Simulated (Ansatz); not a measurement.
The starting structures come from a database of crystals and need not be the phases stable at ambient conditions.

Tunnelling through a barrier is set by its complex band structure: the current falls as exp(−2κd) with the smallest κ.

Input:

```yaml
crystal:
  lattice:
    - [7.47073, 0.00000, 0.00000]
    - [0.00000, 7.74631, 0.00000]
    - [3.73536, 0.00000, 5.29854]
  atoms:
    - { symbol: Rb, position: [0.42162, 0.80952, 0.15676] }
    - { symbol: Rb, position: [0.57838, 0.30952, 0.84324] }
    - { symbol: Rb, position: [0.89359, 0.53885, 0.21282] }
    - { symbol: Rb, position: [0.10641, 0.03885, 0.78718] }
    - { symbol: S, position: [0.93367, 0.65269, 0.68344] }
    - { symbol: S, position: [0.06633, 0.15269, 0.31656] }
    - { symbol: S, position: [0.38289, 0.65269, 0.68344] }
    - { symbol: S, position: [0.61711, 0.15269, 0.31656] }
    - { symbol: S, position: [0.79954, 0.00366, 0.40092] }
    - { symbol: S, position: [0.20046, 0.50366, 0.59908] }
```

Space group of this cell: Cmc2_1. The cell is taken as given.

Transport runs along the normal of the first two printed cell vectors.

The gap is the functional's own, uncorrected, and κ follows it; spin-orbit coupling is left out. Mid-gap values are interpolated between the computed energies.

### Question
Give the band gap and the smallest decay constant κ at mid-gap that r2SCAN in Ansatz (a first-principles code) yields.

### Answer
Gap 1.64 eV on a 6×4×6 mesh; κ = 0.458 1/Å, at the zone centre.
